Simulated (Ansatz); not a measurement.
An Ansatz (an electronic-structure program) run: Ir with a change (isotropic strain +1.50 %); Kohn–Sham DFT with the PBE functional, run in Ansatz with PAW and 420 eV plane waves, spin-orbit coupling left out.

Input:

Ansatz 0.2 input:
```yaml
crystal:
  lattice:
    - [0, 1.9648220728, 1.9648220728]
    - [1.9648220728, 0, 1.9648220728]
    - [1.9648220728, 1.9648220728, 0]
  atoms:
    - { symbol: Ir, position: [0, 0, 0] }
basis: { ecutwfc: 420, ecutrho_ratio: 4, xc_grid: 2, fft_grid_basis: typed }
kpoints: { mp_grid: { grid: [29, 29, 29] } }
hamiltonian:
  xc: pbe
  dispersion: none
  pseudopotentials: { kind: paw }
scf: { occupations: { method: fermi_dirac, width: 0.1 }, convergence: { dr2_threshold: 0.0000000001 } }
relax: { f_tol: 0.005, max_steps: 50 }
output: { forces: true, stress: true }
checkpoint: { write: state.ck, write_every: 1000 }
```

Output (explanatory and most iteration lines left out):

```
Relaxation: its limit of steps is 50 (relax.max_steps)
Pseudopotential: Ir, paw, valence charge 17
Crystal: 1 atoms, lattice volume = 15.170 Å³
Basis set: ecut = 420 eV, 307 PW (Γ), exchange–correlation on 40×40×40 points (8 copies of the dense FFT grid, shifted against one another)
Bands: 13, of which v1, the nominal top of the filled ones, is band 9 counted from 1 (8 counted from 0)
Symmetry: 48 space group operations
Space group: Fm-3m (ITA 225), of the structure as read, at distance tolerance 2.5e-5 Å
k-points: 680 of 24389
Functional: x = pbe(κ = 0.804, μ = 0.2195149727645171), c = pbe(β = 0.06672455060314922)
SCF iter   1: F=—  HF=-11935.294426 eV  |F-HF|=—  |Δ(HF+E_count)|=         —  Δρ=3.93e-3  dr2=3.33e-4  ethr=1.77e-3  ⟨swp⟩=5.0  Hψ=44132  notcnv=0
SCF iter   2: F=—  HF=-11935.295131 eV  |F-HF|=—  |Δ(HF+E_count)|=   7.05e-4  Δρ=2.23e-3  dr2=1.28e-4  ethr=1.96e-6  ⟨swp⟩=2.3  Hψ=18326  notcnv=0
SCF 1 converged in 8 iterations: F = -11935.295490 eV  dr2 = 1.73e-12
relax step   1: F+E_penalty+E_count = -11935.29549010 eV  Δ(F+E_penalty+E_count) = +0.000e0 eV  max|allowed force component| = 0.000e0 eV/Å  Δτ_max = 0.0000 Å  (8 SCF iters, accepted)
SCF converged after 8 iterations
Free energy (F): -11935.295490 eV
Internal energy: -11935.261711 eV  (E = F + TS)
E sigma→0 (E₀):  -11935.278601 eV
Entropy (-TS):   -0.033779 eV (-33.779 meV/atom)
Fermi energy:    23.618111 eV
--- Forces (eV/Å), atoms counted from 1 ---
  atom   1  Ir     0.00000000     0.00000000    -0.00000000
--- Stress (GPa, compression-positive) ---
      -13.796238      -0.000000      -0.000000
        0.000000     -13.796238       0.000000
       -0.000000       0.000000     -13.796238
  P = ⅓ Tr σ = -13.7962 GPa (-137.962 kbar)
--- Relaxed structure (1 steps of the walk, 1 accepted, 0 SCFs on fresh bases) ---
  atoms:
    - { symbol: Ir, position: [0.0, 0.0, 0.0] }
```

Whether these cells are dynamically stable was not tested. All final runs are without spin polarisation. The cell was made from Ir in the fcc (Cu type) structure (space group Fm-3m, No. 225) by this change: isotropic strain +1.50 %.
